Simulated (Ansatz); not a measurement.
# Migration barriers: interstitial Li in alpha quartz, charge state +1

Defect migration in alpha quartz: interstitial Li, charge state +1. Level of theory: PBE, PAW (plane waves to 420 eV; Ansatz, a quantum-chemistry and plane-wave program).

72-site cell at the relaxed PBE lattice, the Γ point alone, smearing 0.01 eV, spin-restricted, no finite-size correction. No zero-point or tunnelling terms. The charge state is imposed; whether it is stable for some Fermi level was not computed. Sites that were not tried may lie lower.

Barriers: single points on a 2×2×2 k-point mesh shifted by half a step along c at the bands' geometries.

```json
[
 {"Route": "a direct jump of one Li atom", "Start site over the lowest site run (eV)": "0.00", "Hop (Å)": "1.82", "Forward barrier (eV)": "0.13", "Backward barrier (eV)": "0.13", "Neighbours at the start": "2 O at 1.97, 2 O at 1.99 Å", "Neighbours at the saddle": "2 O at 1.93, O at 2.17, O at 2.17 Å", "Saddle order": "not checked, on a symmetry element", "Forward, on the band's own sampling (eV)": "0.13"}
]
```

Paths come from climbing-image nudged elastic band runs.  A band can be held on a symmetry element, so unchecked saddle points there may be too high. A further band (a direct jump of one Li atom, 3.65 Å) gave 0.13 eV forward on its own sampling, 0.13 eV above the lowest site run, but a shoulder points to a second hump between its images, so it is not taken as a result.
